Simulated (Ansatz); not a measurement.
Band structure of InAg3 (Pm-3m, 4 atoms in the cell).

```
InAg3
1.0
    4.14400     0.00000     0.00000
    0.00000     4.14400     0.00000
    0.00000     0.00000     4.14400
In Ag
1 3
Direct
  0.00000   0.00000   0.00000
  0.00000   0.50000   0.50000
  0.50000   0.00000   0.50000
  0.50000   0.50000   0.00000
```

Level of theory: r2SCAN, default PAW files made with PBE (plane waves; Ansatz, an electronic-structure program).

Settings: basis.ecutwfc = 36.7 Ry; kpoints.mp_grid.grid = 6 6 6; hamiltonian.xc = r2scan; hamiltonian.pseudopotentials = {kind: paw} (the program's default PAW files); scf.occupations.method = fermi_dirac; scf.occupations.width = 0.0073 Ry; kpoints.band_path.npoints = 6.

The starting cell comes from a database of published, mostly measured structures (it also holds non-ambient and calculated ones), without a prior relaxation at this level. The cutoff lies below the one recommended for these files.

Levels in eV from the Fermi level, bands 32 to 39:
| point | 32 | 33 | 34 | 35 | 36 | 37 | 38 | 39 |
|---|---|---|---|---|---|---|---|---|
| Γ | -3.63 | -3.63 | -0.29 | -0.29 | -0.29 | 3.30 | 4.96 | 4.96 |
| X | -4.66 | -4.25 | -3.63 | 3.32 | 3.32 | 3.73 | 4.52 | 4.52 |
| M | -4.57 | -3.37 | -2.62 | -1.89 | -1.89 | 5.72 | 5.94 | 7.25 |
| R | -3.86 | -2.48 | -2.48 | -2.48 | -0.76 | -0.44 | 2.04 | 2.04 |

Bands cross the Fermi level along this path, so the cell is metallic at this level.

Keys are those of Ansatz 0.2.
